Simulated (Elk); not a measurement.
# A series of runs on Ti3Nb (Pm-3m, 4 atoms in the cell)

```
Ti3Nb
1.0
    4.21816     0.00000     0.00000
    0.00000     4.21816     0.00000
    0.00000     0.00000     4.21816
Ti Nb
3 1
Direct
  0.00000   0.50000   0.50000
  0.50000   0.00000   0.50000
  0.50000   0.50000   0.00000
  0.00000   0.00000   0.00000
```

Base run A: PBEsol, all-electron FP-LAPW, Elk's shipped species files, default APW+lo basis (Elk), self-consistent single point.

Its settings: xctype = 22; swidth = 0.00367493 Ha; ngridk = 5 5 5; vkloff = 0.5 0.5 0.5; maxscl = 100.

The starting cell comes from a database of computed structures (which also holds hypothetical and non-ambient phases and stackings), without a prior relaxation at this level. Its lattice was rescaled by a random factor within 2.5 % of one. Spin polarisation is off. Values depend on the basis (sphere radii, cutoffs, local orbitals), which need not be converged.

ΔF is the free energy per atom less that of run A. A dash stands where there is no value to compare (another energy zero or no entropy term, no result, no spin, no clean gap, or a mesh too coarse for one). 

Runs:
- B: swidth, stype = 0.00734986 Ha, 0
- C: swidth, stype = 0.0110248 Ha, 0
- D: swidth, stype = 0.00734986 Ha, default
- E: swidth, stype = 0.0110248 Ha, default
- F: swidth, stype = 0.00183747 Ha, 1
- G: swidth, stype = 0.00367493 Ha, 1

Task: What does run D change against A?

Result: The free energy drops by 82.3 meV/atom.

Task: What does run E change against A?

Result: The free energy falls by 216 meV/atom.

```csv
run,ΔF (meV/atom)
A,0.00
B,–
C,–
D,-82.3
E,-216.2
F,–
G,–
```
